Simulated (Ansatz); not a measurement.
The reference is GaSe in the beta-GaS type structure (space group P6_3/mmc, No. 194; a = 3.769 Å, c = 15.964 Å; layered, stacked along the Cartesian z axis). Axes: x lies along a and z along c of the hexagonal cell.

Computed with PBE-D3(BJ), PAW, 420 eV (Ansatz, a program for electronic structure; without spin-orbit coupling), earlier PAW set.

Base values:

- Electron mass: 0.095 mₑ along c, 0.12 mₑ across (at Γ)
- Band gap: 0.87 eV
- Pressure: 0.00 GPa
- Hole mass: 0.082 mₑ along c, 1.5 mₑ across (at Γ)

One thing is altered: the cell is compressed by 5.63 % along z with no lateral relaxation; the atoms relax in the strained cell.

### Question
Predict the new electron mass.

### Answer
The electron mass changes from 0.095 mₑ along c, 0.12 mₑ across (at Γ) to 0.054 mₑ along z, 0.11 mₑ across (at Γ).

### Question
What happens to the band gap?

### Answer
The band gap falls by 0.342 eV (0.87 eV → 0.52 eV).

### Question
What does the calculation give for the pressure after the change?

### Answer
The pressure (mean of the normal stresses, compression positive) goes from zero to 1.79 GPa.

### Question
Predict the new hole mass.

### Answer
The hole mass becomes 0.050 mₑ along z, 1.1 mₑ across (at Γ) (base: 0.082 mₑ along c, 1.5 mₑ across (at Γ)).

Masses are band curvatures over ±0.01 Å⁻¹ around the edge. Stability against distortions was not tested.
